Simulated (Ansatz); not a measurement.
## CdS: pressure 2.1 GPa

The parent structure is CdS in the zinc blende structure (space group F-43m, No. 216; a = 5.757 Å).

Now apply this change: a hydrostatic pressure of 2.1 GPa.

Level of theory: LDA (Ansatz, a first-principles code), no SOC. Settings: 10×10×10 k-points, 0.05 eV Fermi–Dirac smearing.

Volume per atom: 23.16 Å³ (base 23.85 Å³)
Density: 5.18 g/cm³ (base 5.03 g/cm³)
Lattice parameter a: 5.701 Å (base 5.757 Å)
Shortest interatomic distance: 2.469 Å (base 2.493 Å)
Band gap: 1.01 eV (base 0.95 eV)
Gap character: direct at Γ (base direct at Γ)
Mean gap deformation potential ΔEg/Δln V: -2.0 eV
Electron mass: 0.11 mₑ (at Γ) (base 0.10 mₑ (at Γ))
Hole mass (degenerate bands, along [100]): 0.12, 0.68, 0.68 mₑ (at Γ) (base 0.11, 0.71, 0.71 mₑ (at Γ))

Final structure:

```xyz
2
Lattice="0.0000 2.8506 2.8506 2.8506 0.0000 2.8506 2.8506 2.8506 0.0000" Properties=species:S:1:pos:R:3 pbc="T T T"
Cd     0.0000     0.0000     0.0000
S      1.4253     1.4253     1.4253
```

Cost of the whole job for the changed cell (relaxation, final SCF and bands): very roughly 24 core-seconds.

Load acts through the strain it causes; cell and atoms are relaxed under it. Effective masses come from finite differences of ±0.01 Å⁻¹. Stability against distortions was not tested. Tetrahedral semiconductors of this kind turn to denser phases somewhere between about 1 and 50 GPa; those were not computed, so compressed cells here can lie past the real transition.
